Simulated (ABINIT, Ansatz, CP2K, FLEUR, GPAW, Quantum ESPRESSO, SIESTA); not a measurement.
## Code comparison for WS2 (R3m, 3 atoms in the cell)

Self-consistent single point, at a second geometry (lattice scaled by 0.98). First geometry:

```yaml
crystal:
  lattice:
    - [1.59244, 0.91939, 6.48980]
    - [-1.59244, 0.91939, 6.48980]
    - [0.00000, -1.83879, 6.48980]
  atoms:
    - { symbol: W, position: [0.00067, 0.00067, 0.00067] }
    - { symbol: S, position: [0.41411, 0.41411, 0.41411] }
    - { symbol: S, position: [0.25392, 0.25392, 0.25392] }
```

Shared settings, as Ansatz (a first-principles code) writes them: kpoints.mp_grid.grid = 8 8 8; scf.occupations.method = fixed. Potentials and cutoffs stand in the table.

| code | model | ΔF from the first geometry (meV/atom) | pressure (GPa) | largest force (eV/Å) | cutoff |
|---|---|---|---|---|---|
| Ansatz | PBEsol, default PAW files made with PBE | 13.6 | 7.30 | 1.054 | 420 eV |
| CP2K | PBEsol, GPW, DZVP-MOLOPT-SR-GTH basis, GTH-PBE potentials (GTH_POTENTIALS) | 14.5 | 7.51 | 1.143 | grid 500 Ry |
| FLEUR | PBEsol, all-electron FLAPW (FLEUR), scalar-relativistic valence | 16.2 | – | 1.091 | Kmax 3.9 1/bohr |
| SIESTA | GGA PBEsol, numerical atomic orbitals DZP, PseudoDojo PBEsol standard norm-conserving potentials (rewritten from UPF to PSML) | 28.7 | 9.94 | 1.479 | grid 350 Ry |
| ABINIT | PBEsol, norm-conserving pseudopotentials (PseudoDojo nc-sr-04 PBEsol standard) | 13.7 | 7.30 | 1.054 | 1007 eV |
| GPAW | PBEsol, GPAW PAW datasets PBEsol (made by gpaw-setup) | 13.7 | 7.25 | 1.062 | 550 eV |
| Quantum ESPRESSO | PBEsol, PseudoDojo standard norm-conserving (PBESOL) pseudopotentials | 13.7 | 7.30 | 1.054 | 75 Ry |

Size of the force on each atom (eV/Å): Sizes of forces hide their directions.

| code | W1 | S2 | S3 |
|---|---|---|---|
| Ansatz | 0.006 | 1.049 | 1.054 |
| CP2K | 0.001 | 1.141 | 1.143 |
| FLEUR | 0.006 | 1.085 | 1.091 |
| SIESTA | 0.006 | 1.472 | 1.479 |
| ABINIT | 0.006 | 1.049 | 1.054 |
| GPAW | 0.006 | 1.056 | 1.062 |
| Quantum ESPRESSO | 0.006 | 1.048 | 1.054 |

A dash marks a value that a program does not give, or that is left out as unsure.

On Ansatz's run: spin-orbit coupling is off. Spin polarisation is off.

The spread over the programs that give each value: ΔF from the first geometry within 15.1 meV/atom; pressure within 2.69 GPa; largest force within 0.425 eV/Å.

CP2K and SIESTA use small atom-centred bases, whose incompleteness enters pressures, forces and empty levels differently from a plane-wave cutoff. FLEUR treats all electrons, but the usual bases taken here (sphere radii, linearisation, local orbitals, empty states) were not tested for convergence, so the values are no reference for the others. Ansatz's pressure is given at a fixed set of plane waves, as the other plane-wave codes print theirs. In the pressure, SIESTA (by 2.64) lies more than 1 GPa from the median of the plane-wave programs. In the force vectors, CP2K (by 0.093) and SIESTA (by 0.425) lie more than 0.08 eV/Å from the median of the plane-wave programs.

This mesh misses zone-boundary points where a band edge of such crystals can lie, so no gaps are given.

The starting cell comes from a database of computed structures (which also holds hypothetical and non-ambient phases and stackings), without a prior relaxation at this level. For this run, on top of that: lattice scaled by 0.98.

Keys are those of Ansatz 0.2.
